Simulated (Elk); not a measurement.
Elk run on CoAl (P1, 2 atoms in the cell): self-consistent single point.

Computed with Elk 10.2.4 with PBEsol, all-electron FP-LAPW, Elk's shipped species files, APW+lo basis with extra local orbitals.

```xyz
2
Lattice="2.8600 0.0000 0.0000 0.0000 2.8600 0.0000 0.0000 0.0000 2.8600" Properties=species:S:1:pos:R:3 pbc="T T T"
Al     1.4275     1.4344     1.4020
Co     0.0025    -0.0044     0.0280
```

Reference input (self-consistent single point, DFT, PBE, all-electron FP-LAPW, Elk's shipped species files, APW+lo basis with extra local orbitals): xctype = 20; rgkmax = 8; stype = 0; swidth = 0.00499791 Ha; ngridk = 8 8 8; tforce = true; gmaxvr = 18 1/bohr; lmaxapw = 10; lmaxo = 8; nxlo = 2; lorbcnd = true; lradstp = 2. This run's input differs from it in these lines:

```diff
@@ -4,3 +4,3 @@
 xctype
-  20
+  22
```

Output, abridged:

```
│ Self-consistent loop started │
│ Loop number : 1 │
 total energy                :     -1642.79061454
│ Loop number : 2 │
 total energy                :     -1642.35805055
RMS change in Kohn-Sham potential (target) :   0.4018000555     (  0.1000000000E-05)
Absolute change in total energy (target)   :   0.4325639875     (  0.1000000000E-03)
│ Loop number : 3 │
 total energy                :     -1642.98453380
RMS change in Kohn-Sham potential (target) :   0.4031152473     (  0.1000000000E-05)
Absolute change in total energy (target)   :   0.5183422586     (  0.1000000000E-03)
│ Loop number : 4 │
   [... lines left out ...]
Absolute change in total energy (target)   :   0.5657422612E-03 (  0.1000000000E-03)
│ Loop number : 14 │
 total energy                :     -1634.66480440
RMS change in Kohn-Sham potential (target) :   0.1529043865E-05 (  0.1000000000E-05)
Absolute change in total energy (target)   :   0.1637084238E-03 (  0.1000000000E-03)
│ Loop number : 15 │
 total energy                :     -1634.66475876
RMS change in Kohn-Sham potential (target) :   0.3819644642E-06 (  0.1000000000E-05)
Absolute change in total energy (target)   :   0.8656823206E-04 (  0.1000000000E-03)
Convergence targets achieved

│ Loop number : 16 │

Energies :
 Fermi                       :     0.354756116091
 total energy                :     -1634.66475165

Density of states at Fermi energy :    30.73475098
 (states/Hartree/unit cell)

Estimated indirect band gap :   0.3265197849E-02
 from k-point    262 to k-point    333
Estimated direct band gap   :   0.1397042997E-01
 at k-point    276

Charges :
 core                        :    16.00000000
 valence                     :    24.00000000
 interstitial                :    2.800218226
 muffin-tins (core leakage)
  species :    1 (Al)
   atom    1                 :    11.12029194     (  0.9800052137E-03)
  species :    2 (Co)
   atom    1                 :    26.07948984     (  0.1044488230E-02)
 total in muffin-tins        :    37.19978177
   [... lines left out ...]
   total force               :     0.00066181   -0.00115644    0.00734323
   total magnitude           :     0.00746314
 species :    2 (Co)
  atom :    1
   Hellmann-Feynman          :    -0.00475492    0.00834100   -0.05322125
   IBS                       :     0.00409311   -0.00718455    0.04587801
   total force               :    -0.00066181    0.00115644   -0.00734323
   total magnitude           :     0.00746314
```

The run converged in 16 iterations. The count includes the last loop, which Elk runs after its targets are met. 

The starting cell has typed, rounded lattice constants, without a prior relaxation at this level. Its atoms were displaced at random from the sites of space group no. 221. Spin polarisation is off. Values depend on the basis (sphere radii, cutoffs, local orbitals), which need not be converged. The log's line on a gap gives a spacing of levels on this mesh, which the program prints for metals too.

Cost on one core of a shared machine: roughly 6 min.
